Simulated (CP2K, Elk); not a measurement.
An Elk input for a self-consistent single point of Ga3P (I4/mmm, 4 atoms in the cell) (DFT, LDA (PW92), all-electron FP-LAPW, Elk's shipped species files, default APW+lo basis):

```
tasks
  0

xctype
  3

rgkmax
  7.0

rmtscf
  0.98

stype
  3

swidth
  0.00367493

scale
  11.02854168

avec
   -0.3226555727    0.3226555727    0.8898240067
    0.3226555727   -0.3226555727    0.8898240067
    0.3226555727    0.3226555727   -0.8898240067

atoms
  2   : nspecies
  'Ga.in'   : spfname
  3   : natoms; atposl, bfcmt below
  0.7500000000  0.2500000000  0.5000000000    0.0 0.0 0.0
  0.2500000000  0.7500000000  0.5000000000    0.0 0.0 0.0
  0.5000000000  0.5000000000  0.0000000000    0.0 0.0 0.0
  'P.in'   : spfname
  1   : natoms; atposl, bfcmt below
  0.0000000000  0.0000000000  0.0000000000    0.0 0.0 0.0

ngridk
  8 8 8
```

Question: Give the CP2K input for the same structure, mesh, smearing and functional.

Answer: One input that does it (others would too):

```
&GLOBAL
  PROJECT scf
  RUN_TYPE ENERGY_FORCE
  PRINT_LEVEL MEDIUM
&END GLOBAL
&FORCE_EVAL
  METHOD Quickstep
  STRESS_TENSOR ANALYTICAL
  &DFT
    BASIS_SET_FILE_NAME BASIS_MOLOPT
    POTENTIAL_FILE_NAME GTH_POTENTIALS
    &QS
      METHOD GPW
      EPS_DEFAULT 1E-10
    &END QS
    &MGRID
      CUTOFF 600
      REL_CUTOFF 60
      NGRIDS 5
    &END MGRID
    &SCF
      SCF_GUESS ATOMIC
      EPS_SCF 1E-6
      MAX_SCF 100
      ADDED_MOS 8
      &DIAGONALIZATION
        ALGORITHM STANDARD
      &END DIAGONALIZATION
      &MIXING
        METHOD BROYDEN_MIXING
        ALPHA 0.3
        NBUFFER 8
      &END MIXING
      &SMEAR ON
        METHOD FERMI_DIRAC
        ELECTRONIC_TEMPERATURE [K] 1160.45
      &END SMEAR
    &END SCF
    &KPOINTS
      SCHEME MONKHORST-PACK 8 8 8
      GAMMA_CENTERED T
    &END KPOINTS
    &XC
      &XC_FUNCTIONAL PADE
      &END XC_FUNCTIONAL
    &END XC
    &PRINT
      &MO
        EIGENVALUES T
        OCCUPATION_NUMBERS T
        NDIGITS 8
        FILENAME mo
        &EACH
          QS_SCF 0
        &END EACH
        ADD_LAST NUMERIC
      &END MO
      &MULLIKEN ON
      &END MULLIKEN
    &END PRINT
  &END DFT
  &SUBSYS
    &CELL
      A 5.83605300 0.00000000 0.00000000
      B 3.40576600 4.73922700 0.00000000
      C -4.62090900 -2.36961300 2.66301400
      PERIODIC XYZ
    &END CELL
    &COORD
      SCALED
      Ga       0.75000000     0.25000000     0.50000000
      Ga       0.25000000     0.75000000     0.50000000
      Ga       0.50000000     0.50000000     0.00000000
      P        0.00000000     0.00000000     0.00000000
    &END COORD
    &KIND Ga
      BASIS_SET DZVP-MOLOPT-SR-GTH-q13
      POTENTIAL GTH-PADE-q13
    &END KIND
    &KIND P
      BASIS_SET DZVP-MOLOPT-SR-GTH-q5
      POTENTIAL GTH-PADE-q5
    &END KIND
  &END SUBSYS
  &PRINT
    &FORCES ON
    &END FORCES
    &STRESS_TENSOR ON
    &END STRESS_TENSOR
  &END PRINT
&END FORCE_EVAL
```

Basis settings and potentials, where a program has them, do not carry over. This input uses DFT LDA (Pade form), GPW, DZVP-MOLOPT-SR-GTH basis, GTH-PADE potentials (GTH_POTENTIALS). LDA parametrisations can differ slightly between programs.

The starting cell comes from a database of computed structures (which also holds hypothetical and non-ambient phases and stackings), without a prior relaxation at this level.
